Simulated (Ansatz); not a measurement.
Take WC (space group P-6m2, No. 187; a = 2.912 Å, c = 2.836 Å) as the base. Axes: x lies along a and z along c of the hexagonal cell.

Method: r2SCAN in Ansatz (plane waves to 500 eV, PAW, no spin-orbit coupling).

The change: the cell is scaled by 1.0209 in all directions; the atoms relax in the strained cell.

**Question.** Predict the stress tensor and what it implies for the stiffness.

**Answer.** Stress of the strained cell less that of the base (GPa, compression positive):
```
  -20.8     0.0     0.0
    0.0   -20.8     0.0
    0.0     0.0   -24.4
```

Then B = −ΔP/(ΔV/V₀) with ΔV/V₀ = 0.0640 gives secant stiffness values (nonlinear terms included at this strain): B (at held cell shape, above the free-shape value) ≈ 344 GPa.

As a check, the harmonic strain energy −½ V₀ Δσ:ε is 45 meV/atom; the computed energy rise is 48 meV/atom.

Stability against distortions was not tested. The final runs are not spin-polarised.

Ansatz is a program for electronic structure.
